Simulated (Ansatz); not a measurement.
K in the bcc (W type) structure (space group Im-3m, No. 229)

K has the cubic space group Im-3m (No. 229), the bcc (W type) structure, Pearson symbol cI2. Cell: a = 5.3442 Å, b = 5.3442 Å, c = 5.3442 Å, α = 90.00°, β = 90.00°, γ = 90.00°. K on 2a sees 8 K at 4.628 Å and 6 K at 5.344 Å. (Neighbours: up to the widest gap in distance over summed covalent radii, below 1.35, at either atom.)
(The calculation used a cell of 1 atom; values per cell refer to that cell.)

All numbers come from r2SCAN (Ansatz, a first-principles code, PAW, scalar-relativistic without spin-orbit coupling), earlier PAW set. k-mesh 12×12×12 (Γ-centred); smearing 0.05 eV (Fermi–Dirac).

- Volume per atom: 76.32 Å³
- Density: 0.85 g/cm³
- Band gap: zero
- Total energy: -1542.479 eV/atom (σ→0; compares only within this code and set-up)

No phonon test of stability was made.
